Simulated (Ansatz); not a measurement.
Defect migration in bcc Ta: Ta vacancy, neutral cell. The step: one Ta atom jumps into the vacancy from a nearby Ta site; the atom moves 2.64 Å along (-0.46, 0.46, -0.46) of the unit cell; the moving atom starts with neighbours Ta at 2.84, 5 Ta at 2.89, Ta at 2.95, 3 Ta at 3.20, 2 Ta at 3.38, Ta at 3.43 Å and ends with Ta at 2.84, 5 Ta at 2.89, Ta at 2.95, 3 Ta at 3.20, 2 Ta at 3.38, Ta at 3.43 Å. DFT values are from Ansatz (plane-wave PAW, 420 eV unless said) in a cell of 36 host sites, spin-restricted, static, with no finite-size correction. Forms of the defect that were not tried may lie lower. For the PBE band: the saddle point's order was not checked, and it lies on a symmetry element of the cell, where a band can be held.

```csv
Level,Forward barrier (eV),Cost of the band or of the saddle's single point
"CHGNet universal potential (has no charge state), its own band",0.61,-
"PBE, a 2×2×3 k-point mesh shifted by half a step, band relaxed",0.82,about 60 core-minutes (a rough figure)
"PBE, a 3×3×4 k-point mesh shifted by half a step, same geometries",0.81,very roughly 5 core-minutes
"r2SCAN at 500 eV, a 2×2×3 k-point mesh shifted by half a step, same geometries",[?],roughly 4 core-minutes
```

### Question
Fill in the missing entries.

### Answer

- r2SCAN at 500 eV, a 2×2×3 k-point mesh shifted by half a step, same geometries, Forward barrier (eV): 0.92

Ansatz is an electronic-structure program.
